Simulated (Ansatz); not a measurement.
Functionals compared on SiH3 on the (111) surface of germanium (2x2 Ge adatom at T4; a constructed slab, bottom: 4 H on 4 bottom sites), one in a cell of 57 Å², started at the site 'top Ge #2', in Ansatz (plane waves, PAW). The structure was relaxed with PBE; the other rows are single points on it, each with its references at the same level. Cutoff 420 eV (500 eV for r2SCAN).

Model: 41-atom slab, 13.7 Å thick at the start with caps and adatoms under the adsorbate (thin: gaps and levels are the slab's own), 3x3x1 mesh, Fermi-Dirac 0.01 eV, dipole correction, 20 atoms held, the rest relaxed; symmetry of the start imposed; spin-polarised, ending with about 0.8 μB a cell, a value that depends on the mesh; orders that need a larger cell were not tried, no spin-orbit, no U, no dispersion correction. The slab shows no gap over 0.04 eV on its mesh. At the end it is bonded to Ge. In PBE it is, or lies within 0.03 eV of, the lowest of the starts that converged. These notes are the PBE run's. r2SCAN: The program's check for a lower electronic state was not made. Adsorption energies are against SiH4(g) − ½ H2(g). A negative adsorption energy means that the adsorbate is more stable on the surface than in its reference.

| functional | adsorption energy (eV) | work function of the top face (eV) | change of the work function (eV) | rough cost of the single point |
|---|---|---|---|---|
| PBE | -0.48 | 4.26 | -0.12 | – |
| RPBE | -0.33 | 4.19 | -0.12 | very roughly 7 core-minutes |
| r2SCAN | -0.72 | 4.44 | -0.12 | roughly 16 core-minutes |

Ansatz is a first-principles code.
